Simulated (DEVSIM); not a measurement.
System: isotype n-n heterojunction Al0.2Ga0.8N/GaN, at 400 K.

Layer 1 from the left is Al0.2Ga0.8N, thickness (μm) 0.110, Nd (cm⁻³) 2.6e16, τn (s) 5.9e-9, τp (s) 5.9e-9. Layer 2 from the left is GaN, thickness (μm) 0.160, Nd (cm⁻³) 2.6e16, τn (s) 5.9e-9, τp (s) 5.9e-9.

Left contact: ohmic. Right contact: ohmic. Voltage is applied to the left contact. Recombination: SRH at mid-gap, Auger. Mobility is μmin + (μ − μmin)/(1 + (N/Nref)^α).

Constants are typed, rounded textbook-type inputs, not results; the design itself was drawn at random and stands for no fabricated device. Values at 300 K; Nc and Nv go as T^1.5, mobilities as T to minus their exponent, the gap by Varshni's rule with the affinity fixed.

Al0.2Ga0.8N: gap (eV) 3.804, affinity (eV) 3.838, permittivity 9.38, Nc (cm⁻³) 2.3e18, Nv (cm⁻³) 4.6e19, μn (cm²/Vs) 624, μp (cm²/Vs) 30, μn,min 55, μp,min 3, Nref,n 2e17, Nref,p 3e17, αn 1, αp 2, T exponent of μn 1.5, T exponent of μp 2, Cn (cm⁶/s) 1e-30, Cp (cm⁶/s) 1e-30, Varshni α (eV/K) 0.00091, Varshni β (K) 830. GaN: gap (eV) 3.43, affinity (eV) 4.1, permittivity 9.5, Nc (cm⁻³) 2.3e18, Nv (cm⁻³) 4.6e19, μn (cm²/Vs) 1200, μp (cm²/Vs) 100, μn,min 55, μp,min 3, Nref,n 2e17, Nref,p 3e17, αn 1, αp 2, T exponent of μn 1.5, T exponent of μp 2, Cn (cm⁶/s) 1e-30, Cp (cm⁶/s) 1e-30, Varshni α (eV/K) 0.00091, Varshni β (K) 830.

DEVSIM, 1D drift-diffusion, Boltzmann statistics, complete ionisation; no tunnelling, impact ionisation, image-force lowering or self-heating. Band offsets follow the typed affinities; no thermionic-emission limit at abrupt steps, no polarisation charge.

Task: What does the simulation give for the potential step across the device at zero bias?

Result: potential step across the device at zero bias 0.262 V.
